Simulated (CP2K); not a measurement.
A self-consistent single point of Sb (Pm-3m, 1 atom in the cell) with CP2K.

Method of the run: CP2K with LDA (Pade form), GPW, DZVP-MOLOPT-SR-GTH basis, GTH-PADE potentials (GTH_POTENTIALS).

```
Sb
1.0
    3.15148     0.00000     0.00000
    0.00000     3.15148     0.00000
    0.00000     0.00000     3.15148
Sb
1
Direct
  0.00000   0.00000   0.00000
```

Reference input (self-consistent single point, DFT PBEsol, GPW, DZVP-MOLOPT-SR-GTH basis, GTH-PBE potentials (GTH_POTENTIALS)): CUTOFF = 400 Ry; REL_CUTOFF = 60 Ry; SMEAR/METHOD = GAUSSIAN; SIGMA = 0.272 eV; KPOINTS/SCHEME = MONKHORST-PACK 14 14 14; GAMMA_CENTERED = T; XC_FUNCTIONAL = PBE:PBESOL; Sb/BASIS_SET = DZVP-MOLOPT-SR-GTH; Sb/POTENTIAL = GTH-PBE-q5; METHOD = GPW; EPS_DEFAULT = 1e-11; NGRIDS = 4. This run's input differs from it in these lines:

```diff
@@ -43,6 +43,3 @@
     &XC
-      &XC_FUNCTIONAL
-        &PBE
-          PARAMETRIZATION PBESOL
-        &END PBE
+      &XC_FUNCTIONAL PADE
       &END XC_FUNCTIONAL
@@ -77,3 +74,3 @@
       BASIS_SET DZVP-MOLOPT-SR-GTH
-      POTENTIAL GTH-PBE-q5
+      POTENTIAL GTH-PADE-q5
     &END KIND
```

Output, abridged:

```
 SCF WAVEFUNCTION OPTIMIZATION

  Step     Update method      Time    Convergence         Total energy    Change
     1 NoMix/Diag. 0.20E+00      -     0.38282205        -5.6229859479 -5.62E+00
     2 Broy./Diag. 0.20E+00      -     0.00367947        -5.6738303191 -5.08E-02
     3 Broy./Diag. 0.20E+00      -     0.01528886        -5.6107793875  6.31E-02
     4 Broy./Diag. 0.20E+00      -     0.00011546        -5.6030579645  7.72E-03
     5 Broy./Diag. 0.20E+00      -     0.00040472        -5.6021943066  8.64E-04
     6 Broy./Diag. 0.20E+00      -     0.00000421        -5.6023945025 -2.00E-04
     7 Broy./Diag. 0.20E+00      -     0.00001262        -5.6024554470 -6.09E-05
     8 Broy./Diag. 0.20E+00      -     8.7398E-09        -5.6024594204 -3.97E-06
  *** SCF run converged in     8 steps ***

  Overlap energy of the core charge distribution:               0.00000000001197
  Self energy of the core charge distribution:                -11.95316914296094
  Core Hamiltonian energy:                                      2.38366500311095
  Hartree energy:                                               5.34523172141899
  Exchange-correlation energy:                                 -1.37745566668836
  Smearing free energy correction:                             -0.00073133529404
  Fermi energy:                                                 0.16019835815769

  Total energy:                                                -5.60245942040734
  Total energy (extrapolated to sigma->0):                     -5.60209375276032

                     Mulliken Population Analysis

   [... lines left out ...]

 STRESS| Analytical stress tensor [bar]
 STRESS|                        x                   y                   z
 STRESS|      x       -4.90766576399E+04   1.23149523246E-08   1.30262431071E-08
 STRESS|      y        1.23149523246E-08  -4.90766584835E+04   1.26444504916E-08
 STRESS|      z        1.30262431071E-08   1.26444504916E-08  -4.90766569022E+04
 STRESS| 1/3 Trace                                            -4.90766576752E+04
```

The run converged in 8 iterations. Against the reference run the pressure goes from -2.31 to -4.91 GPa.

The starting cell comes from a database of computed structures (which also holds hypothetical and non-ambient phases and stackings), without a prior relaxation at this level. Its lattice was rescaled by a random factor within 2.5 % of one. Values carry the incompleteness of an atom-centred basis. With a pressure of about -5 GPa the cell is away from its equilibrium volume at this level.
